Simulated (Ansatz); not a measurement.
Consider the following.

```
CELL_PARAMETERS angstrom
      2.67766     0.00000     0.00000
     -1.33883     2.31892     0.00000
      0.00000     0.00000     4.42819
ATOMIC_POSITIONS crystal
  B  0.66667 0.33333 0.00058
  B  0.33333 0.66667 0.50058
  N  0.66667 0.33333 0.62462
  N  0.33333 0.66667 0.12462
```

No spin polarisation.

Level of theory: PBE/PAW in Ansatz (an electronic-structure program), no SOC. Γ-centred 15×15×8 mesh, Fermi–Dirac width 0.05 eV.

What width of the top valence band does the calculation give?

4.61 eV.

What is the computed band gap?

5.46 eV.

The cells carry an imposed strain or load. Whether these cells are dynamically stable was not tested. The cell was made from BN in the wurtzite structure (space group P6_3mc, No. 186) by this change: isotropic strain +4.82 %.
